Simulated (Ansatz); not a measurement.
Here is the system:

End structure of the (111) surface of fcc Au, one row in 2 of the top plane missing (bottom of the slab: a bare face, its two planes held):

```
CELL_PARAMETERS angstrom
      2.93959     0.00000     0.00000
     -2.93959     5.09152     0.00000
      0.00000     0.00000    28.50000
ATOMIC_POSITIONS crystal
  Au 0.33333 0.83333 0.28946
  Au 0.33333 0.33333 0.28946
  Au 0.66667 0.66667 0.37368
  Au 0.66667 0.16667 0.37368
  Au 0.00409 0.50307 0.45734
  Au 0.00235 0.00131 0.45766
  Au 0.34262 0.34028 0.54063
  Au 0.34133 0.83866 0.54225
  Au 0.67036 0.16722 0.62498
  Au 0.68207 0.67869 0.62645
  Au 0.99226 0.48883 0.70381
```

Slab: 11 atoms, 12.0 Å thick at the start; k 15x8x1, smearing 0.1 eV, dipole-corrected; 4 atoms held, the rest relaxed; no symmetry held; no spin, no spin-orbit, no U. It is one candidate, not shown to be the stable structure of the face.

Give the work function of the top face at the level PBE run with Ansatz (an electronic-structure program).

4.88 eV
